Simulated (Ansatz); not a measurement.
**Ca3P2 (space group P-3m1, No. 164; a hypothetical phase, not in the database extracts checked)**

```yaml
crystal:
  lattice:
    - [4.67005, 0.00000, 0.00000]
    - [-2.33502, 4.04438, 0.00000]
    - [0.00000, 0.00000, 7.01935]
  atoms:
    - { symbol: P, position: [0.33333, 0.66667, 0.23026] }
    - { symbol: P, position: [0.66667, 0.33333, 0.76974] }
    - { symbol: Ca, position: [0.00000, 0.00000, 0.00000] }
    - { symbol: Ca, position: [0.33333, 0.66667, 0.65988] }
    - { symbol: Ca, position: [0.66667, 0.33333, 0.34012] }
```

Method: plane-wave PAW DFT at the r2SCAN level (Ansatz, an electronic-structure program, 500 eV), no spin-orbit coupling. k-mesh 8×8×5 (Γ-centred); smearing 0.05 eV (Fermi–Dirac).

```json
{
  "volume_per_atom": "26.52 Å³",
  "density": "2.28 g/cm³",
  "band_gap": "1.68 eV, indirect, Γ → K",
  "electron_mass": "0.67 mₑ along c, 0.89 mₑ across",
  "hole_mass": "0.25 mₑ along c, 2.3 mₑ across",
  "Lowest conduction-band minima above the VBM": "K (1/3, 1/3, 0) 1.68 eV; M (1/2, 0, 0) 1.81 eV; Γ 2.56 eV",
  "total_energy": "-1397.989 eV/atom (σ→0; compares only within this code and set-up)"
}
```

Effective masses come from finite differences of ±0.01 Å⁻¹. No phonon test of stability was made.
